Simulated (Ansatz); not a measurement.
Start from TiPt₃ (space group P6_3/mmc, No. 194; a = 5.520 Å, c = 8.991 Å; a cell from a computed database, its experimental status unchecked). Axes: x lies along a and z along c of the hexagonal cell.

Level of theory: PBEsol in Ansatz (plane waves to 420 eV, PAW, spin-orbit coupling left out).

Before the change:

The pressure is 0.0 GPa and the shortest interatomic distance is 2.754 Å. The band gap is zero.

Now apply this change: uniaxial strain ε_xx = −3.27 %, all other strain components held at zero, atoms relaxed at fixed cell.

How does this affect the pressure?

The pressure (mean of the normal stresses, compression positive) goes from zero to 9.9 GPa.

What does the calculation give for the shortest interatomic distance after the change?

The shortest interatomic distance shrinks by 0.094 Å (2.754 Å → 2.660 Å).

Estimate the effect on the band gap.

The band gap is still zero.

Estimate the effect on the energy relative to the base.

The energy rises by 24 meV/atom.

How does this affect the largest internal atomic displacement?

The largest internal atomic displacement is 0.027 Å.

Spin-orbit coupling, missing from the scalar runs, can matter with Pt. Whether these cells are dynamically stable was not tested. The final runs are not spin-polarised.

Ansatz is a program for electronic structure.
